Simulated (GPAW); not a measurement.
# A self-consistent single point of ZrB2 (P6/mmm, 3 atoms in the cell) with GPAW

Computed with PBE, GPAW PAW datasets PBE (gpaw-data 1.0.1) (plane waves; GPAW).

Input as run:

```python
from ase import Atoms
from ase.units import GPa
from gpaw import GPAW, PW, FermiDirac

atoms = Atoms(['Zr', 'B', 'B'],
              cell=[[3.167520, 0.000000, 0.000000],
                    [-1.583760, 2.743153, 0.000000],
                    [0.000000, 0.000000, 3.552390]],
              scaled_positions=[[0.000000, 0.000000, 0.000000],
                                [0.333333, 0.666667, 0.500000],
                                [0.666667, 0.333333, 0.500000]],
              pbc=True)

calc = GPAW(mode=PW(900),
            xc='PBE',
            kpts={'size': (16, 16, 12), 'gamma': True},
            occupations=FermiDirac(0.136),
            nbands=-9,
            convergence={'density': 1e-05},
            symmetry={'symmorphic': False, 'tolerance': 0.0005},
            maxiter=120)

atoms.calc = calc

energy = atoms.get_potential_energy()
print('Energy (eV):', round(energy, 6))
forces = atoms.get_forces()
print('Forces (eV/Ang):')
print(forces.round(5))
stress = atoms.get_stress()
print('Stress (GPa, Voigt):', (stress / GPa).round(4))
```

The program printed (abridged):

```
Input parameters:
  convergence: {density: 1e-05}
  kpts: {gamma: True,
         size: (16, 16, 12)}
  maxiter: 120
  mode: {ecut: 900.0000000000001,
         name: pw}
  nbands: -9
  occupations: {fixmagmom: False,
                name: fermi-dirac,
                width: 0.136}
  symmetry: {symmorphic: False,
             tolerance: 0.0005}
  xc: PBE

species:
  Zr:
    name: Zirconium
    Z: 40.0
    valence: 12
    core: 28
    charge: 0.0
    file: Zr.PBE.gz

    # Using partial waves for Zr as LCAO basis

  B:
    name: Boron
    Z: 5.0
    valence: 3
    core: 2
    charge: 0.0
    file: B.PBE.gz

    # Using partial waves for B as LCAO basis

Reference energy: -99232.550370  # eV

Spin-paired calculation

Convergence criteria:
 Maximum [total energy] change in last 3 cyles: 0.0005 eV / valence electron
 Maximum integral of absolute [dens]ity change: 1e-05 electrons / valence electron
 Maximum integral of absolute [eigenst]ate change: 4e-08 eV^2 / valence electron
 Maximum number of scf [iter]ations: 120

Symmetries present (total): 24
Symmetries with fractional translations: 0
3072 k-points: 16 x 16 x 12 Monkhorst-Pack grid + [1/32,1/32,1/24]
210 k-points in the irreducible part of the Brillouin zone
       k-points in crystal coordinates                weights
   0:     0.00000000    0.00000000   -0.00000000          1/3072
   1:     0.00000000    0.00000000    0.08333333          2/3072
   2:     0.00000000    0.00000000    0.16666667          2/3072
   [... 7 lines left out ...]
          ...
 209:     0.50000000    0.50000000    0.50000000          3/3072

Wave functions: Plane wave expansion
  Cutoff energy: 900.000 eV
  Number of coefficients (min, max): 1870, 1919
  Pulay-stress correction: 0.000000 eV/Ang^3 (de/decut=0.000000)

Occupation numbers: Fermi-Dirac:
  width: 0.1360  # eV

Eigensolver

Densities:
  Coarse grid: 24*24*25 grid
  Fine grid: 48*48*50 grid
  Total Charge: 0.000000

Density mixing:
  Method: separate
  Backend: pulay
  Linear mixing parameter: 0.05
  old densities: 5
  Damping of long wavelength oscillations: 50

Hamiltonian:
  XC and Coulomb potentials evaluated on a 48*48*50 grid
  External potential:
    NoExternalPotential

XC parameters: PBE with 2 nearest neighbor stencil

Number of atoms: 3
Number of atomic orbitals: 21
Number of bands in calculation: 18
Number of valence electrons: 18
Bands to converge: occupied

Density initialized from atomic densities
  18 bands from LCAO basis set

Atomic positions and initial magnetic moments

Positions:
   0 Zr     0.000000    0.000000    0.000000    ( 0.0000,  0.0000,  0.0000)
   1 B     -0.000002    1.828770    1.776195    ( 0.0000,  0.0000,  0.0000)
   2 B      1.583762    0.914383    1.776195    ( 0.0000,  0.0000,  0.0000)

Unit cell:
           periodic     x           y           z      points  spacing
  1. axis:    yes    3.167520    0.000000    0.000000    24     0.1143
  2. axis:    yes   -1.583760    2.743153    0.000000    24     0.1143
  3. axis:    yes    0.000000    0.000000    3.552390    25     0.1421

  Lengths:   3.167520   3.167520   3.552390
  Angles:   90.000000  90.000000 119.999998

Effective grid spacing dv^(1/3) = 0.1289

     iter     time        total  log10-change:
                         energy   eigst   dens
iter:   1 --:--:--   -25.014456
iter:   2 --:--:--   -24.767002   -1.14  -1.06
iter:   3 --:--:--   -23.911071   -0.93  -1.11
iter:   4 --:--:--   -23.911049   -2.28  -1.62
iter:   5 --:--:--   -23.923651   -2.41  -1.65
iter:   6 --:--:--   -23.922040   -3.20  -2.30
iter:   7 --:--:--   -23.921500c  -3.63  -2.38
iter:   8 --:--:--   -23.921625c  -4.85  -2.83
iter:   9 --:--:--   -23.921626c  -5.79  -3.42
iter:  10 --:--:--   -23.921628c  -5.87  -3.50
iter:  11 --:--:--   -23.921628c  -7.23  -4.38
iter:  12 --:--:--   -23.921628c  -8.41c -4.51
iter:  13 --:--:--   -23.921627c  -7.54c -4.55
iter:  14 --:--:--   -23.921627c  -9.26c -4.83
iter:  15 --:--:--   -23.921627c  -8.00c -4.95
iter:  16 --:--:--   -23.921627c  -9.36c -5.26c

Converged after 16 iterations.

Dipole moment: (0.000000, -0.000000, -0.000000) |e|*Ang

Energy contributions relative to reference atoms: (reference = -99232.550370)

Kinetic:        +17.318801
Potential:      -16.674592
External:        +0.000000
XC:             -24.924470
Entropy (-ST):   -0.017076
Local:           +0.367171
SIC:             +0.000000
--------------------------
Free energy:    -23.930165
Extrapolated:   -23.921627

Showing only first 2 kpts
 Kpt  Band  Eigenvalues  Occupancy
  0     7      9.33344    2.00000
  0     8      9.50449    2.00000
  0     9     15.29214    0.00000
  0    10     15.29215    0.00000

  1     7      9.39762    2.00000
  1     8     10.26863    1.99999
  1     9     14.76683    0.00000
  1    10     14.76686    0.00000

Fermi level: 11.90109

No gap
No difference between direct/indirect transitions
Energy (eV): -23.921627

Forces in eV/Ang:
  0 Zr    0.00000    0.00000    0.00000
  1 B    -0.00000    0.00000    0.00000
  2 B     0.00000   -0.00000    0.00000

Stress tensor:
     0.001946     0.000000     0.000000
     0.000000     0.001946     0.000000
     0.000000     0.000000     0.012063
Stress (GPa, Voigt): [0.3118 0.3118 1.9327 0.     0.     0.    ]
```

The run converged in 16 iterations. GPAW prints stress with tension positive.

At such cutoffs GPAW's stress carries a finite-basis (Pulay) error, which enters relaxed cells too; its log prints stress with tension positive.

The starting cell comes from a database of computed structures (which also holds hypothetical and non-ambient phases and stackings), without a prior relaxation at this level.

Cost on one core of a shared machine: roughly 2 min.
